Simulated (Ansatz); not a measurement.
# How far PBE and r2SCAN part for MoSi2, Si vacancy

The parent structure is a 15-atom supercell of MoSi2 (space group I4/mmm, No. 139; a = 3.217 Å, c = 7.873 Å) at its relaxed geometry.

(Cell as relaxed with PBE.)

Levels (all Ansatz, a program for electronic structure, PAW): PBE (420 eV, no spin-orbit coupling); r2SCAN (500 eV, scalar-relativistic without spin-orbit coupling).

Each level relaxes its own structure.

One thing is altered: a neutral Si vacancy, atoms relaxed at fixed cell, starting from a slightly rattled geometry.

```csv
quantity,PBE,r2SCAN
pressure,-1.8 GPa,(withheld)
largest displacement of a host atom from its site in the perfect cell,0.06 Å,(withheld)
```

**Question.** What does r2SCAN give?

**Answer.** 
- pressure, r2SCAN: -1.6 GPa
- largest displacement of a host atom from its site in the perfect cell, r2SCAN: 0.07 Å

PBE's pressure lies 0.2 GPa below r2SCAN's. Neither level is exact; r2SCAN is the comparison here, not a measurement.

In so small a cell the defect repeats every few ångströms: this is an ordered compound, not a dilute defect. A case with no gap was solved on a k-mesh chosen for an insulator, which is coarse for it. The final runs are not spin-polarised.
